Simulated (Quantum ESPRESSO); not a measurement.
**A short convergence ladder for Lu3GaC (P4mm, 5 atoms in the cell)**

```
Lu3GaC
1.0
    4.69981     0.00000     0.00000
    0.00000     4.69981     0.00000
    0.00000     0.00000     4.69981
Lu Ga C
3 1 1
Direct
  0.51064   0.00000   0.00000
  0.00000   0.50000   0.00000
  0.00000   0.00000   0.50000
  0.50000   0.50000   0.50000
  0.00000   0.00000   0.00000
```

Base method: LDA (PZ), PSlibrary PAW (LDA) pseudopotentials (plane waves; Quantum ESPRESSO 7.5).

Base settings: ecutwfc = 70 Ry; ecutrho = 630 Ry; occupations = smearing; smearing = fermi-dirac; degauss = 0.0073499 Ry; K_POINTS = automatic 3 3 3 0 0 0; conv_thr = 1e-11 Ry; mixing_beta = 0.4.

The count of work is k-points × plane waves × bands × iterations; it is no time. Core times come from one kind of shared machine, to one figure; runs under 30 s give none.

**The plane-wave cutoff**

Moved along: ecutrho.

The second cell is the first with its lattice scaled by 0.98.

The mesh stays at the base's, so the ladder's end is converged at best in this setting alone.

Only quantities that move along the ladder and can be compared are tabulated.

```tsv
ecutwfc	free energy less the last step's (meV/atom)	energy of the compressed cell less the first (meV/atom)	pressure (GPa)	largest difference of a force vector from the last step's (eV/Å)	count of work / last	core time / last (rough)
24 Ry	698.47	-41.85	-28.33	0.040	0.096	0.1
32 Ry	92.15	-26.58	-9.54	0.008	0.16	0.2
70 Ry	1.64	-27.94	-6.35	0.000	0.64	0.5
94 Ry	0.00	-27.93	-6.29	0.000	1.0	1
```

Coarsest ecutwfc that holds the energy of the compressed cell less the first within 0.2 meV/atom of the last step, with all finer ones: 70 Ry; the step before is off by 1.3 meV/atom.

Coarsest ecutwfc that holds the pressure within 0.2 GPa of the last step, with all finer ones: 70 Ry; the step before is off by 3.3 GPa.

Coarsest ecutwfc that holds the forces within 0.02 eV/Å of the last step, with all finer ones: 32 Ry, at 0.16 of the last step's count of work and about 0.2 of the last step's time; the step before is off by 0.040 eV/Å.

At the lowest cutoff the pressure lies 22.0 GPa under the last step's, the usual sign of Pulay stress in an incomplete plane-wave basis.

On the base run: the starting cell comes from a database of computed structures (which also holds hypothetical and non-ambient phases and stackings), without a prior relaxation at this level. Its lattice was rescaled by up to half a per cent. One atom was moved a little off its site on purpose. In the base run, with a pressure of about -6 GPa the cell is away from its equilibrium volume at this level. Without a gap this mesh is coarse (it stands for a supercell whose shortest vector is 14 Å).
